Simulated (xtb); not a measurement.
xtb 6.7.1, GFN1-xTB: Mg(OMe)(k2OAc) (C[O][Mg]1[O]C(C)=[O]->1), 13 atoms. The geometry is a generated start, not checked to be a minimum at this level.

```
Quantity                                                                                                       Result
------------------------  -------------------------------------------------------------------------------------------
method                                                                                                       GFN1-xTB
--acc                                                                                                     1 (default)
--etemp (K)                                                                                             300 (default)
detailed input (--input)  none: ANC optimiser, Lindh (1995) Hessian, microcycle=20, maxdispl=1.0, hlow=0.01 (default)
basis functions                                                                                                    40
valence electrons                                                                                                  38
```

```xyz
13

Mg     0.3157    -0.1309    -0.3675
O      1.1498    -0.9784    -1.5703
C      1.2912    -1.7093    -2.7440
H      0.7778    -1.2277    -3.5832
H      2.3615    -1.7760    -2.9804
H      0.8945    -2.7239    -2.6286
C     -1.2608     1.5335     2.4940
C     -0.5989     0.8436     1.3241
O     -1.3074     0.4770     0.3629
O      0.6310     0.6502     1.3544
H     -0.5659     2.2349     2.9468
H     -2.1666     2.0338     2.1642
H     -1.5220     0.7730     3.2275
```

The structure is relaxed from this start with --opt LEVEL for the levels crude, sloppy, loose, lax, normal, tight, vtight, extreme, once each. Up to the end of the extreme run atoms move by at most 1.2 Å along an axis.

### Question
Choose the cheapest level whose final energy lies within 5 meV of that of extreme.

### Answer
vtight: 125 cycles against 132, ending 0.016 meV above.

```tsv
level	cycles	energy above the extreme run (meV)	gradient norm (eV/Å)
crude	4	52	0.46
sloppy	8	37	0.23
loose	9	36	0.18
lax	10	36	0.13
normal	15	35	0.034
tight	19	35	0.023
vtight	125	0.016	0.0067
extreme	132	—	0.0016
```
